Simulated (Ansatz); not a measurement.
## C under a change: uniaxial strain ε_zz = +1.50 %

Start from C in the diamond structure (space group Fd-3m, No. 227; a = 3.5538 Å). Axes: x, y, z lie along the cube axes.

Modification: the cell is stretched by 1.50 % along z with no lateral relaxation; the atoms relax in the strained cell.

The values are results of PBEsol (Ansatz, a quantum-chemistry and plane-wave program, PAW, without spin-orbit coupling), not measurements. k-mesh 16×16×16 (Γ-centred); smearing 0.05 eV (Fermi–Dirac).

```tsv
quantity	base	changed	shift
volume per atom	5.61 Å³	5.69 Å³	+0.08 Å³
space group	Fd-3m (No. 227)	I4_1/amd (No. 141)	–
shortest interatomic distance	1.539 Å	1.547 Å	+0.008 Å
energy relative to the base (free energy F)	0 meV/atom	+4.1 meV/atom	+4.1 meV/atom
pressure (mean of the normal stresses, compression positive)	0.00 GPa	-6.51 GPa	-6.51 GPa
band gap	4.03 eV	3.81 eV	-0.226 eV
gap character	–	indirect, Γ → Γ–X (75 % along)	–
electron mass	1.6 mₑ along k, 0.29 mₑ across (off the special points)	1.5 mₑ along k, 0.29 mₑ across (off the special points)	–
valence-band top at Γ (three highest levels, from the VBM)	0.00, 0.00, 0.00 eV	0.00, 0.00, -0.23 eV	–
valley order (the lowest conduction-band minima on the path, energy above the VBM, named in the base's zone)	a point along ⟨100⟩, about 1.3 Å⁻¹ from Γ 4.03 eV	a point along [100], about 1.3 Å⁻¹ from Γ 3.81 eV; a point along [001], about 1.3 Å⁻¹ from Γ 4.16 eV	–
stress (xx, yy, zz, yz, xz, xy; compression positive)	–	(-1.89, -1.89, -15.74, 0.00, 0.00, 0.00) GPa	–
```

Final structure:

```
C
1.0
    0.00000     1.77690     1.80355
    1.77690     0.00000     1.80355
    1.77690     1.77690     0.00000
C
2
Direct
  0.00000   0.00000   0.00000
  0.25000   0.25000   0.25000
```

Masses are band curvatures over ±0.01 Å⁻¹ around the edge. Along k means along the line from Γ to the band edge. Stability against distortions was not tested. k-point labels follow each cell's own Brillouin zone.
